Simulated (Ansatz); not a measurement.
## A constructed model of the (111) surface of fcc Pt, p(2x2) layer of Bi, one a cell, on the site that continues the host's stacking (bottom of the slab: a bare face, its two planes held)

All values below come from PBE (plane waves to 420 eV, PAW; Ansatz, an electronic-structure program).

Slab: 25 atoms, 13.9 Å thick at the start; k 8x8x1, smearing 0.1 eV, dipole-corrected; 8 atoms held, the rest relaxed; held to the start's symmetry, so lower structures may exist; no spin, no spin-orbit, no U. It is one candidate, not shown to be the stable structure of the face.

```
Item                                                 Result
-----------------------------  ----------------------------
work function of the top face                       3.74 eV
energy released by relaxation                       0.68 eV
cost                           very roughly 19 core-minutes
```
